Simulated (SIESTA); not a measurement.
SIESTA run on K2S (Fm-3m, 3 atoms in the cell): self-consistent single point.

Computed with SIESTA with GGA PBE, numerical atomic orbitals DZP, PseudoDojo PBE standard norm-conserving potentials (rewritten from UPF to PSML).

The change in words: lattice scaled by 0.98. Reference geometry:
```yaml
crystal:
  lattice:
    - [0.00000, 3.79850, 3.79850]
    - [3.79850, 0.00000, 3.79850]
    - [3.79850, 3.79850, 0.00000]
  atoms:
    - { symbol: K, position: [0.75000, 0.75000, 0.75000] }
    - { symbol: K, position: [0.25000, 0.25000, 0.25000] }
    - { symbol: S, position: [0.00000, 0.00000, 0.00000] }
```

Reference input (self-consistent single point, DFT, GGA PBE, numerical atomic orbitals DZP, PseudoDojo PBE standard norm-conserving potentials (rewritten from UPF to PSML)): XC.functional = GGA; XC.authors = PBE; potentials = PseudoDojo PBE standard; PAO.BasisSize = DZP; PAO.EnergyShift = 0.01 Ry; MeshCutoff = 300 Ry; kgrid.MonkhorstPack = 5 5 5; OccupationFunction = FD; ElectronicTemperature = 116.05 K; MaxSCFIterations = 150; SCF.Mixer.Method = Pulay; SCF.Mixer.Weight = 0.25. This run's input differs from it in these lines:

```diff
@@ -10,7 +10,7 @@
 %endblock ChemicalSpeciesLabel
-LatticeConstant              5.371892 Ang
+LatticeConstant              5.264454 Ang
 %block LatticeVectors
-     0.000000000    0.707106733    0.707106733
-     0.707106733    0.000000000    0.707106733
-     0.707106733    0.707106733    0.000000000
+     0.000000000    0.707106758    0.707106758
+     0.707106758    0.000000000    0.707106758
+     0.707106758    0.707106758    0.000000000
 %endblock LatticeVectors
@@ -18,4 +18,4 @@
 %block AtomicCoordinatesAndAtomicSpecies
-     5.697751500    5.697751500    5.697751500  1
-     1.899250500    1.899250500    1.899250500  1
+     5.583796500    5.583796500    5.583796500  1
+     1.861265500    1.861265500    1.861265500  1
      0.000000000    0.000000000    0.000000000  2
```

Output, abridged:

```
        iscf     Eharris(eV)        E_KS(eV)     FreeEng(eV)     dDmax    Ef(eV) dHmax(eV)
   scf:    1    -1931.684274    -1934.676784    -1934.676784  0.570837 -4.570693  6.046391
   scf:    2    -1936.785970    -1935.880052    -1935.880052  0.103778 -5.305222  2.317064
   scf:    3    -1936.213208    -1936.130575    -1936.130575  0.059906 -3.926373  0.482986
   scf:    4    -1936.113942    -1936.130512    -1936.130512  0.031395 -4.314474  0.553479
   scf:    5    -1936.145938    -1936.139281    -1936.139281  0.008148 -4.327991  0.246588
   scf:    6    -1936.142357    -1936.141414    -1936.141414  0.006866 -4.334448  0.014252
   scf:    7    -1936.141422    -1936.141418    -1936.141418  0.000418 -4.329042  0.008734
   scf:    8    -1936.141422    -1936.141421    -1936.141421  0.000273 -4.329820  0.000173
   scf:    9    -1936.141421    -1936.141421    -1936.141421  0.000001 -4.329840  0.000152
SCF Convergence by DM+H criterion
max |DM_out - DM_in|         :     0.0000014742
max |H_out - H_in|      (eV) :     0.0001518033
SCF cycle converged after 9 iterations

Using DM_out to compute the final energy and forces

siesta: E_KS(eV) =            -1936.1414

siesta: E_KS - E_eggbox =     -1936.1414

siesta: Atomic forces (eV/Ang):
     1   -0.000015   -0.000015   -0.000015
     2    0.000015    0.000015    0.000015
     3    0.000000    0.000000    0.000000
   Tot    0.000000    0.000000    0.000000
   Max    0.000015
   Res    0.000013    sqrt( Sum f_i^2 / 3N )
   Max    0.000015    constrained

Stress tensor Voigt[x,y,z,yz,xz,xy] (kbar):        0.93        0.93        0.93       -0.00       -0.00       -0.00
(Free)E + p*V (eV/cell)    -1936.2012
Target enthalpy (eV/cell)    -1936.1414

   [... lines left out ...]
siesta: FreeEng =     -1936.141421
   [... lines left out ...]
siesta:     0.000580   -0.000003   -0.000003
siesta:    -0.000003    0.000580   -0.000003
siesta:    -0.000003   -0.000003    0.000580

siesta: Cell volume =        103.167989 Ang**3

siesta: Pressure (static):
siesta:                Solid            Molecule  Units
siesta:          -0.00000631         -0.00000631  Ry/Bohr**3
siesta:          -0.00057980         -0.00057924  eV/Ang**3
siesta:          -0.92894257         -0.92805255  kBar
```

The run converged in 9 iterations. Against the reference run the free energy drops by 10.4 meV/atom, the pressure goes from -1.35 to -0.09 GPa and the gap on the mesh goes from 1.876 to 2.083 eV.

The starting cell comes from a database of computed structures (which also holds hypothetical and non-ambient phases and stackings), without a prior relaxation at this level. Its lattice was rescaled by a random factor within 2.5 % of one. For this run, on top of that: lattice scaled by 0.98. Values carry the incompleteness of an atom-centred basis. The basis of the alkali or alkaline-earth atoms may lack their empty d shell, which can raise the gap.
